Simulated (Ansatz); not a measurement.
# Response to strain in BaLiF3

Start from BaLiF3 in the cubic perovskite structure (space group Pm-3m, No. 221; a = 3.958 Å; a cell from a computed database, its experimental status unchecked). Axes: x, y, z lie along the cube axes.

Strains are applied to the cell and any free atomic positions relax; under biaxial strain the out-of-plane vector relaxes too.

All numbers come from PBEsol/PAW in Ansatz (a quantum-chemistry and plane-wave program), no spin-orbit coupling.

Notes on the quantities. pressure: mean of the normal stresses, compression positive.

| change | space group | band gap | pressure |
|---|---|---|---|
| base | Pm-3m (No. 221) | 6.62 eV | 0.00 GPa |
| biaxial strain +2.68 %, plane normal [001], relaxed out of plane | P4/mmm (No. 123) | 6.31 eV | -2.38 GPa |
| isotropic strain +3.67 % | Pm-3m (No. 221) | 6.44 eV | -6.55 GPa |
| uniaxial strain ε_xx = +4.79 % | P4/mmm (No. 123) | 6.25 eV | -3.15 GPa |
| uniaxial strain ε_yy = −4.81 % | P4/mmm (No. 123) | 6.38 eV | 4.51 GPa |

Stability against distortions was not tested. Many cubic perovskites are stable only at high temperature; tilts and polar distortions were not tested.
